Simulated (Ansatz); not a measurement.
GaN: response to strain

Base system: GaN in the wurtzite structure (space group P6_3mc, No. 186).

```
CELL_PARAMETERS angstrom
      3.21837     0.00000     0.00000
     -1.60918     2.78719     0.00000
      0.00000     0.00000     5.24320
ATOMIC_POSITIONS crystal
  Ga 0.33333 0.66667 0.00014
  Ga 0.66667 0.33333 0.50014
  N  0.33333 0.66667 0.37686
  N  0.66667 0.33333 0.87686
```

Cartesian axes are those of the cell as printed.

Strains are applied to the cell and any free atomic positions relax; under biaxial strain the out-of-plane vector relaxes too.

Level of theory: PBE, PAW, 420 eV (Ansatz, a program for electronic structure; scalar-relativistic without spin-orbit coupling).

```json
[
 {"biaxial strain, plane normal [001], relaxed out of plane (%)": "0", "band gap (eV)": "1.71"},
 {"biaxial strain, plane normal [001], relaxed out of plane (%)": "1.2", "band gap (eV)": "1.58"},
 {"biaxial strain, plane normal [001], relaxed out of plane (%)": "1.8", "band gap (eV)": "1.50"},
 {"biaxial strain, plane normal [001], relaxed out of plane (%)": "2.4", "band gap (eV)": "?"},
 {"biaxial strain, plane normal [001], relaxed out of plane (%)": "3", "band gap (eV)": "1.34"}
]
```

Task: Fit E_g = E₀ + Dε (ε in %) to the rows shown and predict the withheld row.

Result: Least squares on the printed values gives E₀ = 1.72 eV, D = -124 meV per % of strain (largest residual 0.01 eV); this predicts 1.42 eV, and the run gives 1.42 eV, in agreement.

No phonon test of stability was made.
